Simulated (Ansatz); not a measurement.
```xyz
32
Lattice="-5.3570 0.0012 -5.8177 5.3560 0.0002 -5.8168 5.3571 -6.8613 0.0014" Properties=species:S:1:pos:R:3 pbc="T T T"
Si    -0.9960    -0.8531    -8.2621
Ge     4.3516    -4.2737    -8.2094
Ge     4.3322    -4.2986    -2.3850
Ge    -1.0076    -0.8728    -2.4327
Si     1.0274    -2.5526    -3.3477
Ge     6.3869    -6.0337    -3.4288
Ge     6.3543    -5.9781    -9.2458
Ge     0.9723    -2.5766    -9.2143
Ge     3.7122    -2.5804    -5.3362
Ge     9.0708    -5.9885    -5.2936
Ge     3.6820    -6.0201    -5.3015
Si    -1.7234    -2.5498    -5.3647
Si    -3.6674    -0.8569    -6.2669
Ge     1.6470    -4.2839    -6.3313
Ge     7.0310    -4.2878    -6.3333
Ge     1.6748    -0.8710    -6.3051
Ni     2.7108    -2.4711    -1.7873
Ni     2.7143    -6.0975    -7.6020
Ni     8.0641    -6.0203    -7.6269
Ni     2.7055    -2.5778    -7.6316
Ni     2.6625    -0.9056    -3.9686
Ni     2.6732    -4.2292    -9.8611
Ni     2.6123    -4.2293    -3.9922
Ni    -2.7208    -0.9084    -4.0625
Ni    -0.0207    -0.8492   -10.5404
Ni    -0.0391    -4.1260    -4.6931
Ni     5.3245    -4.3186    -4.7161
Ni    -0.0362    -0.9882    -4.6999
Ni     5.4582    -2.5220    -6.9296
Ni     5.4283    -6.0547    -1.0899
Ni     5.3572    -6.0676    -6.9513
Ni    -0.0448    -2.5139    -6.9190
```

The mixing enthalpy is taken against the end members in the MnP type type (which need not be the stable form of every end member), relaxed in the same cell and mesh.

Method: PBE (plane waves to 420 eV, PAW; Ansatz, a quantum-chemistry and plane-wave program). Spin–orbit coupling is left out; the runs are not spin-polarised. Its k-point mesh 5×5×5, Fermi–Dirac width 0.05 eV.

Task: Give the composition and order of this alloy cell, and its volume, bond lengths and mixing enthalpy.

Result: A 32-atom cell of Ni(Si,Ge) started in the MnP type structure, site fractions Si 0.250, Ge 0.750, short-range order 0.00 among the nearest mixed sites of the first mixed sublattice (0 is random, a negative value favours unlike neighbours), space group P1 at the end.
- volume per atom = 13.36 Å³
- Ge–Ni bonds (within 1.22 times the sum of covalent radii) = 2.440 Å on average, from 2.347 to 2.541 (72)
- Ni–Si bonds (within 1.22 times the sum of covalent radii) = 2.364 Å on average, from 2.283 to 2.478 (24)
- mixing enthalpy per site of the mixed sublattice = 11 meV
- departure of the mean lattice parameter from Vegard's line = under 0.15 %, inside the noise of the relaxations
